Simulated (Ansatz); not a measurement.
Start from MgS in the rock salt structure (space group Fm-3m, No. 225; a = 5.1820 Å).

The values are results of plane-wave PAW DFT at the PBEsol level (Ansatz, an electronic-structure program, 420 eV), without spin-orbit coupling, not measurements.

For the base:

| Quantity | Value |
|---|---|
| Band gap | 2.73 eV |
| Pressure | 0.00 GPa |

Now apply this change: every lattice vector is stretched by 0.50 %; the atoms relax in the strained cell.

Task: What does the calculation give for the band gap after the change?

Result: The band gap drops by 0.03 eV to 2.70 eV.

Task: Predict the new pressure.

Result: The pressure goes from zero to -1.13 GPa.

No phonon test of stability was made.
